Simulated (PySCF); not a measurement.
PySCF 2.14.0, PBE0/def2-svp, df: Mo(O)(NH)(Me)(OSiH3) ([CH3][Mo](=[NH])(=[O])[O][SiH3]), 13 atoms. The geometry is a generated start, not checked to be a minimum at this level.

```yaml
task: energy
method: pbe0
basis: def2-svp
two_electron_scheme: density fitting
mol.max_memory: 3000 MB
mf.max_cycle: 100
mf.init_guess: minao (default)
mf.DIIS: CDIIS (default)
mf.diis_space: 8 (default)
mf.conv_tol: 1e-09 (default)
mf.grids.level: 3 (default)
effective_core_potentials: those of the basis set, past Kr
basis_functions: 140
grid_points: 166464
```

```xyz
13

Mo     0.0517    -0.7460     0.8151
O      0.9564    -0.8311     2.1815
N     -1.1465    -1.9849     0.6347
H     -1.7251    -2.8088     0.7547
C     -1.2187     0.9131     1.3380
H     -1.8434     0.7489     2.2216
H     -1.8944     1.1587     0.5027
H     -0.5965     1.7966     1.5431
O      0.7747    -0.1778    -0.7183
Si     1.5176     0.3667    -2.0544
H      0.8647    -0.2637    -3.2139
H      2.9387     0.0007    -1.9533
H      1.3208     1.8276    -2.0516
```

Charge 0 and multiplicity 1 are set for this test and not shown to be the ground state.

One run each on 2 threads, 1 BLAS thread. Values of level_shift (Hartree) tried: 0 (default), 0.1, 0.3, 1.

### Question
Which value of level_shift (Hartree) needs the fewest Fock builds, and what happens away from it?

### Answer
Fewest Fock builds, within one of each other: 0 (default) with 14, 0.1 with 15. The count rises to 38 at 1. All converge to one solution.

| level_shift (Hartree) | Fock builds | end |
|---|---|---|
| 0 (default) | 14 | same solution |
| 0.1 | 15 | same solution |
| 0.3 | 18 | same solution |
| 1 | 38 | same solution |
